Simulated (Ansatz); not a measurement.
Start from MgO in the rock salt structure (space group Fm-3m, No. 225; a = 4.2141 Å).

The change: a hydrostatic pressure of 7.5 GPa.

Levels (all Ansatz, an electronic-structure program, PAW): PBEsol (420 eV, scalar-relativistic without spin-orbit coupling); HSE06 (420 eV, spin-orbit coupling left out).

The geometry is relaxed with PBEsol.

```
Item               Value
---------------  -------
PBEsol band gap  5.05 eV
```

With HSE06 at the same geometry, the band gap grows by 1.89 eV (5.05 eV → 6.94 eV).

Single points use the geometry relaxed with PBEsol. Load acts through the strain it causes; cell and atoms are relaxed under it. No phonon test of stability was made. Competing high-pressure phases were not computed. The base started in Pnma and relaxed to Fm-3m at this level.
